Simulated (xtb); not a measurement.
xtb 6.7.1, GFN1-xTB: In(Me)2(HMDS) ([CH3][In]([CH3])[N]([Si](C)(C)C)[Si](C)(C)C), 36 atoms. The geometry is a generated start, not checked to be a minimum at this level.

```json
{
  "run_flags": "--grad",
  "method": "GFN1-xTB",
  "--acc": "1 (default)",
  "--etemp (K)": "300 (default)",
  "basis_functions": "114",
  "valence_electrons": "72"
}
```

One run each on 1 thread. Values of broydamp tried: 0.02, 0.05, 0.1, 0.2, 0.4 (default), 0.6, 0.8, 1.

Task: How does the count of SCC iterations change with broydamp, and where is it least?

Result: Fewest SCC iterations, within one of each other: 0.2 with 11, 0.4 (default) with 10, 0.6 with 11. The count rises to 18 at 0.02. All converge to one solution.

```csv
broydamp,SCC iterations,end
0.02,18,same solution
0.05,16,same solution
0.1,14,same solution
0.2,11,same solution
0.4 (default),10,same solution
0.6,11,same solution
0.8,12,same solution
1,13,same solution
```
